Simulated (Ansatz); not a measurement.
A hypothetical phase is included: elements placed on a structure type, which no database files for this compound.

Evanescent states of GaN (P6_422, 6 atoms a cell, 10.5 Å³ an atom, -2 GPa at this level) along the normal of (001)

Computed with r2SCAN (plane waves, PAW; Ansatz, a quantum-chemistry and plane-wave program).

The gap is the functional's own, uncorrected, and κ follows it; spin-orbit coupling is left out. Mid-gap means the computed energy nearest the middle.

Energies count from the valence-band top; κ is the least over a 12×12 mesh across the current.

```csv
E (eV),κ (1/Å),where
0.05,0.075,Γ
0.15,0.092,Γ
0.25,0.104,Γ
0.35,0.113,Γ
0.45,0.121,Γ
0.55,0.126,Γ
0.65,0.130,Γ
0.75,0.132,Γ
0.85,0.133,Γ
0.95,0.133,Γ
1.05,0.131,Γ
1.15,0.127,Γ
1.25,0.122,Γ
1.35,0.114,Γ
1.45,0.104,Γ
1.55,0.091,Γ
1.65,0.072,Γ
1.75,0.042,Γ
```

Q: How thick must the barrier be to attenuate the transmission by 10^6 when the electrodes' Fermi level lies at 0.95 eV, and what attenuation does that film give at 1.35 eV?

A: d = 6 ln 10 / (2 × 0.133) = 51.9 Å. At 1.35 eV it gives 6 × 0.114/0.133 = 5.1 decades.
